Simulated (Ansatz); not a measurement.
## Effect of biaxial strain −3.58 %, plane normal [110], relaxed out of plane on SnPt3

The reference is SnPt3 in the Cu3Au type structure (space group Pm-3m, No. 221; a = 4.007 Å; relaxed with 0.1 eV smearing). Axes: x, y, z lie along the cube axes.

One thing is altered: biaxial strain −3.58 %, plane normal [110], relaxed out of plane (Cartesian); in-plane vectors clamped, the third vector and the atoms free.

The values are results of plane-wave PAW DFT at the PBEsol level (Ansatz, a first-principles code, 420 eV), scalar-relativistic without spin-orbit coupling, not measurements. k-mesh 15×15×15 (Γ-centred); smearing 0.1 eV (Fermi–Dirac).

The volume per atom drops by 0.21 Å³ to 15.87 Å³ and the space group goes from Pm-3m (No. 221) to Cmmm (No. 65). The shortest interatomic distance drops by 0.101 Å, from 2.833 Å to 2.732 Å and the energy goes up by 33 meV/atom. The pressure (mean of the normal stresses, compression positive) goes from zero to 4.8 GPa and the band gap remains zero. The out-of-plane strain amounts to +6.14 % and the ratio −ε⊥/ε∥ is 1.72. The mean in-plane stress (compression positive) comes out as +7.2 GPa.

Final structure (turned so that z lies along the plane normal):

```yaml
crystal:
  lattice:
    - [3.86307, 0.00000, 0.00000]
    - [0.00000, 5.46321, 0.00000]
    - [0.00000, 2.73161, 3.00700]
  atoms:
    - { symbol: Sn, position: [0.00000, 0.00000, 0.00000] }
    - { symbol: Pt, position: [0.00000, 0.50000, 0.00000] }
    - { symbol: Pt, position: [0.50000, 0.50000, 0.50000] }
    - { symbol: Pt, position: [0.50000, 0.00000, 0.50000] }
```

Spin-orbit coupling, missing from the scalar runs, can matter with Pt. Whether these cells are dynamically stable was not tested. The final runs are not spin-polarised.
